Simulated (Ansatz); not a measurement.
The starting structures come from a database of crystals and need not be the phases stable at ambient conditions.

The decay constant κ of evanescent states in the gap governs leakage through a thin film.

Here is the system:

```
CELL_PARAMETERS angstrom
      3.08591     0.00000     0.00000
     -1.54296     2.67248     0.00000
      1.54295     0.89083     5.68845
ATOMIC_POSITIONS crystal
  Cu 0.00000 0.00000 0.00000
  Rh 0.00000 0.50000 0.50000
  O  0.21433 0.10716 0.67851
  O  0.78567 0.89284 0.32149
```

Space group of this cell: R-3m. The cell is taken as given; by PBEsol its mean pressure is -3.9 GPa.

Transport runs along the normal of the first two printed cell vectors, the (001) plane of the conventional cell.

The gap is the functional's own. No spin-orbit coupling. Mid-gap values are interpolated on the energy grid.

**Question.** Give the band gap and the smallest decay constant κ at mid-gap that PBEsol (Ansatz, an electronic-structure program) yields.

**Answer.** Gap 0.65 eV on a 12×12×12 mesh; κ = 0.177 1/Å, at (0.333, 0.000) of the in-plane reciprocal vectors. At the zone centre, at the nearest computed energy, the slowest state has κ = 0.34 1/Å.
